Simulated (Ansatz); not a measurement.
These are PBE (plane waves to 420 eV, PAW; Ansatz, a first-principles code) values and carry that method's errors.

Electrostatic potential energy of an electron, averaged over planes parallel to the surface, in eV from the Fermi level, for the (0001) surface of hcp Ru, one row in 3 of the top plane missing (bottom of the slab: a bare face, its two planes held):

(z (Å), V (eV)): (3.66, 5.03); (3.94, 5.03); (4.22, 5.03); (4.50, 5.03); (4.78, 5.02); (5.06, 5.01); (5.34, 4.98); (5.63, 4.92); (5.91, 4.81); (6.19, 4.58); (6.47, 4.11); (6.75, 3.14); (7.03, 1.17); (7.31, -3.41); (7.59, -13.39); (7.88, -23.93); (8.16, -27.92); (8.44, -22.58); (8.72, -11.73); (9.00, -3.21); (9.28, -1.85); (9.56, -7.20); (9.84, -18.14); (10.13, -26.87); (10.41, -27.37); (10.69, -19.29); (10.97, -8.25); (11.25, -2.25); (11.53, -3.13); (11.81, -11.13); (12.09, -22.11); (12.38, -28.12); (12.66, -24.91); (12.94, -14.75); (13.22, -4.85); (13.50, -1.66); (13.78, -4.81); (14.06, -14.69); (14.34, -24.87); (14.63, -28.13); (14.91, -22.17); (15.19, -11.19); (15.47, -3.14); (15.75, -2.24); (16.03, -8.24); (16.31, -19.25); (16.59, -27.28); (16.88, -26.75); (17.16, -18.05); (17.44, -7.25); (17.72, -2.03); (18.00, -3.75); (18.28, -10.28); (18.56, -16.10); (18.84, -16.70); (19.13, -11.54); (19.41, -4.14); (19.69, 0.72); (19.97, 2.63); (20.25, 3.55); (20.53, 4.01); (20.81, 4.24); (21.09, 4.35); (21.38, 4.41); (21.66, 4.44); (21.94, 4.46); (22.22, 4.46); (22.50, 4.47); (22.78, 4.47); (23.06, 4.47)

Set-up: 17 atoms, 10.7 Å thick at the start with caps and adatoms (thin: gaps and levels are the slab's own); mesh 16x6x1; 0.1 eV smearing; dipole correction on; 6 atoms held, the rest relaxed; held to the part of the start's symmetry that mesh and held atoms allow; no spin, no spin-orbit, no U. In PBE it is, or lies within 0.01 eV a 1x1 cell of, the lowest of the 2 structures of its composition computed so far; subsurface sites and larger cells were not tried.

**Question.** The surface cell has an area of 19.24 Å². What dipole along the normal does the step between the two vacuum levels imply?

**Answer.** the top vacuum level lies 0.56 eV below the bottom one; p = −ε₀ A ΔV (ε₀ = 0.005526 e/(V·Å)) gives 0.06 e·Å a cell.
